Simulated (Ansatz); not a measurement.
Pressure series in SnS

Start from SnS in the GeS type structure (space group Pnma, No. 62; a = 10.9116 Å, b = 3.9534 Å, c = 4.1121 Å).

Cell and atoms are relaxed at each pressure.

Method: PBEsol-D3(BJ) (Ansatz, a quantum-chemistry and plane-wave program, PAW, spin-orbit coupling left out).

Two rows of this table had their results exchanged by mistake.

```tsv
pressure	volume per atom (Å³)	shortest distance (Å)	band gap
pressure −1 GPa	22.67	2.620	0.46 eV
pressure 0.9 GPa	21.79	2.604	0.18 eV
pressure 2.1 GPa	21.33	2.594	zero
pressure 4.5 GPa	20.54	2.574	zero
pressure 9 GPa	16.72	2.471	zero
pressure 15 GPa	18.45	2.527	zero
pressure 22.5 GPa	17.49	2.498	zero
pressure 30 GPa	19.45	2.550	zero
```

### Question
Which two?

### Answer
The rows for pressure 9 GPa and pressure 30 GPa: the volume has to fall steadily with pressure, so 19.45 Å³ belongs to pressure 9 GPa and 16.72 Å³ to pressure 30 GPa.

The mesh was chosen for an insulator and is coarse for the gapless case. Load acts through the strain it causes; cell and atoms are relaxed under it. Whether these cells are dynamically stable was not tested. No other phases were tried under pressure. The final runs are not spin-polarised. Along this pressure series the structure jumps between pressure 4.5 GPa and pressure 9 GPa; cells beyond that are another form of it. A zero or small gap of SnS under pressure 0.9 GPa, SnS under pressure 2.1 GPa, SnS under pressure 4.5 GPa and SnS under pressure 9 GPa can be the functional's error rather than a property of the material.
